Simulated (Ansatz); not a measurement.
Given:

```
MgO
1.0
    0.00000     2.10901     2.09888
    2.10901     0.00000     2.09888
    2.10901     2.10901     0.00000
Mg O
1 1
Direct
  0.00000   0.00000   0.00000
  0.50000   0.50000   0.50000
```

All values below come from PBEsol, rigid bands (plane waves, PAW, scalar-relativistic; Ansatz, a quantum-chemistry and plane-wave program). Condition of this run: uniaxial stress zz = 1 GPa (compression positive) (the target of the relaxation). Geometry: cell and atoms relaxed with PBEsol, then loaded as said.

Predict the electron conductivity mass (n e² τ/σ) at 300 K, by direction if it differs.

0.35 mₑ.

Predict the hole conductivity mass (n e² τ/σ) at 300 K, by direction if it differs.

2.3 (x), 2.3 (y), 2.2 (z) mₑ.

And the band gap?

4.64 eV at this level; semilocal functionals usually fall short of the measured gap.

Rigid bands, one relaxation time for all states, no polarons. Spin-orbit coupling is left out.
